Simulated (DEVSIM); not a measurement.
Device: illuminated GaSb p-on-n cell, one wavelength, at 300 K.

```tsv
layer (left to right)	material	thickness (μm)	Nd (cm⁻³)	Na (cm⁻³)	τn (s)	τp (s)	absorption coefficient (cm⁻¹)
1	GaSb	0.280	-	6.2e17	3.9e-9	2.6e-9	6300
2	GaSb	2.00	1.3e16	-	4.4e-8	4.4e-8	6300
```

Left contact: ohmic, minority electron recombination velocity 5000 cm/s. Right contact: ohmic, minority hole recombination velocity 2000 cm/s. Voltage is applied to the left contact. Recombination: SRH at mid-gap, radiative, Auger. Light enters at the left, 1.8e17 photons cm⁻² s⁻¹, one pass, no reflection. Mobility is μmin + (μ − μmin)/(1 + (N/Nref)^α).

The device is made up for the run: typed textbook-type constants, with dimensions and the other settings drawn at random. Values at 300 K.

```
parameter        GaSb
-------------  ------
gap (eV)        0.726
affinity (eV)    4.06
permittivity     15.7
Nc (cm⁻³)      2.1e17
Nv (cm⁻³)      1.8e19
μn (cm²/Vs)      5000
μp (cm²/Vs)       850
μn,min           1000
μp,min            190
Nref,n         2.8e17
Nref,p           9e17
αn               1.05
αp               0.65
B (cm³/s)       1e-10
Cn (cm⁶/s)      5e-30
Cp (cm⁶/s)      5e-30
```

DEVSIM, 1D drift-diffusion, Boltzmann statistics, complete ionisation; no tunnelling, impact ionisation, image-force lowering or self-heating.

Base results: open-circuit voltage (V) 0.293; largest power (mW/cm²) 4.37; dark forward voltage at 100 A/cm² (V) 0.540; dark forward voltage at 1 A/cm² (V) 0.400.

Task: What follows from this one change: photon flux 1.8e+17 → 5.4e+17 cm^-2 s^-1?

Result: open-circuit voltage 0.293 → 0.324 V; largest power 4.37 → 15.1 mW/cm²; dark forward voltage at 100 A/cm² little changed (0.540 V); dark forward voltage at 1 A/cm² little changed (0.400 V).

Task: What follows from this one change: minority lifetime in layer 2 4.4e-08 → 1.3e-07 s?

Result: open-circuit voltage 0.293 → 0.309 V; largest power 4.37 → 4.74 mW/cm²; dark forward voltage at 100 A/cm² little changed (0.542 V); dark forward voltage at 1 A/cm² 0.400 → 0.413 V.
